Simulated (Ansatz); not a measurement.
**Pressure series in SiO2**

Start from SiO$_{2}$ in the rutile structure (space group P4_2/mnm, No. 136; a = 4.236 Å, c = 2.690 Å).

Cell and atoms are relaxed at each pressure.

The values are results of Ansatz (a first-principles code), PBE, PAW, cutoff 420 eV, without spin-orbit coupling, not measurements.

Before the change:

- Band gap: 5.04 eV

Q: The aim is a band gap between 5.95 eV and 6.39 eV. Which of these changes reaches it?
(A) pressure 22.5 GPa
(B) pressure 4.5 GPa
(C) pressure 9 GPa
(D) pressure −2 GPa

A: A, pressure 22.5 GPa. It gives 6.16 eV; pressure 9 GPa gives 5.51 eV; pressure 4.5 GPa gives 5.28 eV; pressure −2 GPa gives 4.93 eV. Changes not listed may reach it too

Load acts through the strain it causes; cell and atoms are relaxed under it. Whether these cells are dynamically stable was not tested. Competing high-pressure phases were not computed.
